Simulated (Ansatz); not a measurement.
Take SnTe in the rock salt structure (space group Fm-3m, No. 225) as the base.

```yaml
crystal:
  lattice:
    - [0.00000, 3.18559, 3.18559]
    - [3.18559, 0.00000, 3.18559]
    - [3.18559, 3.18559, 0.00000]
  atoms:
    - { symbol: Te, position: [0.00000, 0.00000, 0.00000] }
    - { symbol: Sn, position: [0.50000, 0.50000, 0.50000] }
```

Cartesian axes are those of the cell as printed.

Computed with r2SCAN (Ansatz, a quantum-chemistry and plane-wave program; PAW; 500 eV plane waves; without spin-orbit coupling), earlier PAW set.

Strains are applied to the cell and any free atomic positions relax; under biaxial strain the out-of-plane vector relaxes too; under stress the whole cell relaxes.

One change was made to it. Results:

```tsv
quantity	base	after
energy relative to the base (free energy F)	0 meV/atom	+9.2 meV/atom
band gap	0.13 eV	0.14 eV
volume per atom	32.33 Å³	33.20 Å³
```

### Question
What was done to the base?
A) tensor shear ε_yz = +1.80 %
B) biaxial strain −0.90 %, plane normal [001], relaxed out of plane
C) biaxial strain −4.18 %, plane normal [001], relaxed out of plane
D) uniaxial stress, 5 GPa tension along x
E) uniaxial stress, 3 GPa tension along x

### Answer
E, uniaxial stress, 3 GPa tension along x. For comparison, the band gap in the other runs: uniaxial stress, 5 GPa tension along x gives 0.09 eV; tensor shear ε_yz = +1.80 % gives zero; biaxial strain −0.90 %, plane normal [001], relaxed out of plane gives 0.07 eV; biaxial strain −4.18 %, plane normal [001], relaxed out of plane gives zero.

Spin-orbit coupling, missing from the scalar runs, can matter with Te. Beyond what the load breaks, stability against distortions was not tested. All final runs are without spin polarisation. The zero or small gap of SnTe can change with the level of theory.
